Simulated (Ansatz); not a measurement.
## TiSi2, point defects

Start from a 12-atom supercell of TiSi$_{2}$ (space group Cmcm, No. 63; a = 3.527 Å, b = 13.517 Å, c = 3.565 Å) at its relaxed geometry.

One neutral defect a cell, atoms relaxed at fixed cell.

Computed with plane-wave PAW DFT at the r2SCAN level (Ansatz, an electronic-structure program, 500 eV), no spin-orbit coupling.

```json
[
 {"change": "perfect supercell", "largest displacement of a host atom from its site in the perfect cell": "–", "pressure": "0.0 GPa"},
 {"change": "Ti vacancy, symmetric start", "largest displacement of a host atom from its site in the perfect cell": "0.15 Å", "pressure": "-2.3 GPa"},
 {"change": "H interstitial (started 1.80 Å from the nearest host atom)", "largest displacement of a host atom from its site in the perfect cell": "___", "pressure": "___"},
 {"change": "Si on a Ti site (antisite)", "largest displacement of a host atom from its site in the perfect cell": "1.39 Å", "pressure": "2.7 GPa"},
 {"change": "Hf on a Ti site, symmetric start", "largest displacement of a host atom from its site in the perfect cell": "0.07 Å", "pressure": "5.3 GPa"},
 {"change": "Ti interstitial (started 1.71 Å from the nearest host atom)", "largest displacement of a host atom from its site in the perfect cell": "0.50 Å", "pressure": "27.1 GPa"}
]
```

Task: What belongs in the blanks?

Result: 
- H interstitial (started 1.80 Å from the nearest host atom), largest displacement of a host atom from its site in the perfect cell: 0.09 Å
- H interstitial (started 1.80 Å from the nearest host atom), pressure: 1.9 GPa

In so small a cell the defect repeats every few ångströms: this is an ordered compound, not a dilute defect. Defects with a symmetric start kept the site's symmetry and may sit on a saddle; the others started slightly shaken. All final runs are without spin polarisation.
